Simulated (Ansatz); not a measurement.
# GeS (model structure, started from the NiAs type, P6₃/mmc, No. 194, 4 atoms in the cell)

The numbers are results of PBEsol (PAW; Ansatz, a quantum-chemistry and plane-wave program), not measurements.

Settings: plane-wave cutoff 500 eV, 12×12×8 k mesh (along the axes of the cell as run), Fermi–Dirac smearing 0.05 eV, scalar-relativistic PAW data made under PBE.

Cell (relaxed at this level):

```cif
data_Ge2S2
_chemical_formula_sum 'Ge2 S2'
_space_group_name_H-M_alt 'P63/mmc'
_space_group_IT_number 194
_space_group_name_Hall '-P 6c 2c'
_cell_length_a 3.65750
_cell_length_b 3.65750
_cell_length_c 6.70262
_cell_angle_alpha 90.000
_cell_angle_beta 90.000
_cell_angle_gamma 120.000
loop_
_atom_site_label
_atom_site_type_symbol
_atom_site_symmetry_multiplicity
_atom_site_Wyckoff_symbol
_atom_site_fract_x
_atom_site_fract_y
_atom_site_fract_z
_atom_site_occupancy
Ge1 Ge 2 a 0.00000 0.00000 0.00000 1
S1 S 2 c 0.33333 0.66667 0.25000 1
```

```yaml
band_gap: zero (no gap)
```

Note: the relaxation could raise the start's symmetry but not lower it, so the cell can be a saddle point.

Spin–orbit coupling is not included.

Static lattice: no zero-point or thermal effects.

Computing time: around 2.4 core-minutes (rough).

A model structure was made by putting elements into a prototype or built by hand; it is no filed structure, need not be a known phase, and can be a saddle point held by its symmetry.
